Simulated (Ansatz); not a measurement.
# HfC under a change: biaxial strain −1.67 %, plane normal [111], relaxed out of plane

Consider HfC in the rock salt structure (space group Fm-3m, No. 225; a = 4.607 Å; relaxed with 0.1 eV smearing). Axes: x, y, z lie along the cube axes.

Perturbation: biaxial strain −1.67 %, plane normal [111], relaxed out of plane (Cartesian); in-plane vectors clamped, the third vector and the atoms free.

Calculations: DFT with PBEsol, PAW potentials and a 420 eV plane-wave cutoff in Ansatz (a first-principles code), scalar-relativistic without spin-orbit coupling. Settings: 22×22×22 k-points, 0.1 eV Fermi–Dirac smearing.

The space group changes from Fm-3m (No. 225) to R-3m (No. 166) and the shortest interatomic distance decreases by 0.0184 Å, from 2.304 Å to 2.285 Å. The energy goes up by 12 meV/atom and the pressure (mean of the normal stresses, compression positive) goes from zero to 6.4 GPa. The band gap stays zero and the out-of-plane strain amounts to +0.92 %. The ratio −ε⊥/ε∥ comes out as 0.55 and the mean in-plane stress (compression positive) comes out as +9.6 GPa.

No phonon test of stability was made. All final runs are without spin polarisation.
